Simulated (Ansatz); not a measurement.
The parent structure is Cu in the fcc (Cu type) structure (space group Fm-3m, No. 225; a = 3.564 Å).

Modification: a hydrostatic pressure of 3 GPa.

Levels (all Ansatz, a quantum-chemistry and plane-wave program, PAW): PBEsol (420 eV, no SOC); r2SCAN (500 eV, scalar-relativistic without spin-orbit coupling).

The geometry is relaxed with PBEsol.

- PBEsol pressure: 3.0 GPa

Question: Predict the pressure from r2SCAN.

Answer: The pressure rises by 1.9 GPa, from 3.0 GPa to 4.9 GPa.

Single points use the geometry relaxed with PBEsol. Their cutoffs differ, which shifts pressures a little. Load acts through the strain it causes; cell and atoms are relaxed under it. Whether these cells are dynamically stable was not tested. The final runs are not spin-polarised.
